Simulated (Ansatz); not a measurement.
Functionals compared on CO on the 1x1 (100) surface of monoclinic ZrO2 (cut with top plane 2 O), one in a 1x1 cell, started at the site 'top O', in Ansatz (plane waves, PAW). The structure was relaxed with PBE; the other rows are single points on it, each with its references at the same level. Cutoff 420 eV (500 eV for r2SCAN). HSE06 used the coarser mesh 3x3x1.

Host crystal: monoclinic ZrO2, with a band gap (PBE, scalar-relativistic without spin-orbit coupling).

Slab: 26 atoms, 9.4 Å thick at the start under the adsorbate (thin: gaps and levels are the slab's own); k 4x4x1, smearing 0.01 eV, dipole-corrected; 12 atoms held, the rest relaxed; no symmetry held; no spin, no spin-orbit, no U, no dispersion correction. At the end it is bonded to Zr. In PBE it is, or lies within 0.03 eV of, the lowest of the starts that converged. These notes are the PBE run's. Adsorption energies are against CO(g). A negative adsorption energy means that the adsorbate is more stable on the surface than in its reference.

A dash marks a value that is undefined for that row or was read on another mesh.

```csv
functional,adsorption energy (eV),gap of the slab on its k-mesh (eV),highest filled level below the top vacuum level (eV),rough cost of the single point
PBE,-0.46,3.15,6.47,–
RPBE,-0.27,3.18,6.34,around 2.4 core-minutes (rough)
r2SCAN,-0.58,3.59,6.84,roughly 4 core-minutes
HSE06,-0.45,–,–,very roughly 50 core-minutes
```

Ansatz is a program for electronic structure.
